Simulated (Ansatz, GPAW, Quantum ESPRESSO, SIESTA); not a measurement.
One structure in several programs: PIr2 (Fm-3m, 3 atoms in the cell)

Self-consistent single point.

```xyz
3
Lattice="0.0000 2.7787 2.7787 2.7787 0.0000 2.7787 2.7787 2.7787 0.0000" Properties=species:S:1:pos:R:3 pbc="T T T"
P      0.0000     0.0000     0.0000
Ir     1.3894     1.3894     1.3894
Ir     4.1681     4.1681     4.1681
```

All programs got the same cell, k-point mesh and kind of occupations (in Ansatz's words: kpoints.mp_grid.grid = 10 10 10; scf.occupations.method = gaussian; scf.occupations.width = 0.0037 Ry); potentials, basis and cutoffs are each program's usual ones.

```
code                                                                                                                                 model  pressure (GPa)  k-points       cutoff
----------------  ------------------------------------------------------------------------------------------------------------------------  --------------  --------  -----------
Quantum ESPRESSO                                                                      LDA (PZ), PSlibrary ultrasoft (LDA) pseudopotentials           -6.92        47        40 Ry
GPAW                                                                         LDA (Perdew-Wang 92), GPAW PAW datasets LDA (gpaw-data 1.0.1)           -8.85        47       550 eV
Ansatz                                                                                                 LDA (PW92), PAW files made with PBE           -8.48        47      default
SIESTA            LDA PW92, numerical atomic orbitals DZP, PseudoDojo LDA standard norm-conserving potentials (rewritten from UPF to PSML)           -6.19       560  grid 300 Ry
```

The spread over the programs that give each value: pressure within 2.66 GPa.

The starting cell comes from a database of computed structures (which also holds hypothetical and non-ambient phases and stackings), without a prior relaxation at this level. On Ansatz's run: Spin-orbit coupling is off. Spin polarisation is off; with an odd number of electrons in the cell that forces a metal, and a magnetic state may lie lower. In the base run, with a pressure of about -8 GPa the cell is away from its equilibrium volume at this level.

Question: Why do the programs differ, and what cannot be compared?

Answer: Differences of this kind can come from the potentials, where these differ, and from what each basis and cutoff leave unconverged. The valence holds different numbers of electrons (Quantum ESPRESSO 23, GPAW 35, Ansatz (a quantum-chemistry and plane-wave program) 39, SIESTA 39). The zero of total energies and Fermi levels follows the potentials and each program's conventions, so they are not compared here. SIESTA uses small atom-centred bases, whose incompleteness enters pressures, forces and empty levels differently from a plane-wave cutoff. Ansatz's pressure is given at a fixed set of plane waves, as the other plane-wave codes print theirs; with its correction for the finite basis it is -8.43 GPa. Ansatz's smearing width was typed in Ry to four decimals, so it matches the others to a few per cent. The same LDA comes in different parametrisations, which differ slightly. The programs reduce the same mesh by symmetry to different extents, which changes the work and not the result. In the pressure, Quantum ESPRESSO (by 1.56) and SIESTA (by 2.29) lie more than 1 GPa from the median of the plane-wave programs.

Left out of this page: ABINIT (with a known weakness of the program); Elk and FLEUR (not drawn, or without a comparable value).

Keys are those of Ansatz 0.2.
